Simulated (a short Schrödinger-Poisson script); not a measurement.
## Symmetric double-gate stack, SiO2 on p-type Si(111)

Stack: symmetric double-gate stack, SiO2 on p-type Si(111), at 300 K.

```
layer  material  thickness (nm)  Na (cm⁻³)
-----  --------  --------------  ---------
1          SiO2             1.3          -
2            Si               4       8e16
3          SiO2             1.3          -
```

The device is made up for the run: typed textbook-type constants, with dimensions and the other settings drawn at random. SiO2: permittivity 3.9, conduction-band edge (eV) 3.15, gap (eV) 9, electron mass (mₑ) 0.5. Si: permittivity 11.7, conduction-band edge (eV) 0, gap (eV) 1.124, Nv at 300 K (cm⁻³) 3.1e19.

Channel valleys (confinement mass, in-plane density-of-states mass, number): Δ6 0.258, 0.358, 6. At the gates, both at one voltage, the conduction-band edge of layer 1 lies 3.42 eV − eVg above the Fermi level of the channel. Gaps are held at their typed values at every temperature. Mesh 0.03 nm at interfaces.

Solved with a short Schrödinger-Poisson script written for these runs: 1D Poisson equation in equilibrium, electrons quantum, Hartree (BenDaniel-Duke, 12 states a valley, the channel's in-plane mass for all, wave functions ending at the dielectric), parabolic valleys, classical holes, full ionisation, no traps, pinning or gate leakage.

```
Vg (V)  electrons (cm⁻²)  C (μF/cm²)  Δ6 E0 (meV)  Δ6 E1 (meV)
------  ----------------  ----------  -----------  -----------
-0.05             2.75e6     < 0.003        412.3        685.4
0.05              1.32e8     < 0.003        312.3        585.4
0.15              6.24e9      0.0391        212.5        485.7
0.25             2.16e11        1.02        120.8        393.5
0.35             1.48e12        2.81         70.3        340.6
0.45             3.45e12        3.40         47.3        313.8
0.55             5.65e12        3.62         33.3        295.6
0.65             7.95e12        3.74         23.1        281.1
0.75             1.03e13        3.81         15.0        268.6
0.85             1.27e13        3.86          8.2        257.4
0.95             1.51e13        3.90          2.2        247.1
```

Subbands count from the Fermi level. The capacitance is that of both gates.
